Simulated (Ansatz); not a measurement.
C (model structure, started from the Ge type, P4₃2₁2, No. 96, 12 atoms in the cell) was calculated with r²SCAN (plane waves, PAW; Ansatz, a program for electronic structure).

Numerical settings: plane-wave cutoff 560 eV, 8×8×8 k mesh, Fermi–Dirac smearing 0.01 eV, scalar-relativistic PAW data made under PBE.

Cell (relaxed at this level):

C has the tetragonal space group P4₃2₁2 (No. 96), Pearson symbol tP12. Conventional cell: a = 3.795 Å, b = 3.795 Å, c = 4.672 Å, α = 90.00°, β = 90.00°, γ = 90.00°. C1 on 4a sees 4 C at 1.569 Å. C2 on 8b has 4 C at 1.569–1.610 Å. (Neighbours: up to the widest gap in distance over summed covalent radii, below 1.35, at either atom.)

Problem. What does this level give for the band gap?

Solution. 
band gap: 5.42 eV (on the SCF k mesh)

Note: the relaxation could raise the start's symmetry but not lower it, so the cell can be a saddle point.

The result took very roughly 7 core-minutes.

A model structure was made by putting elements into a prototype or built by hand; it is no filed structure, need not be a known phase, and can be a saddle point held by its symmetry.
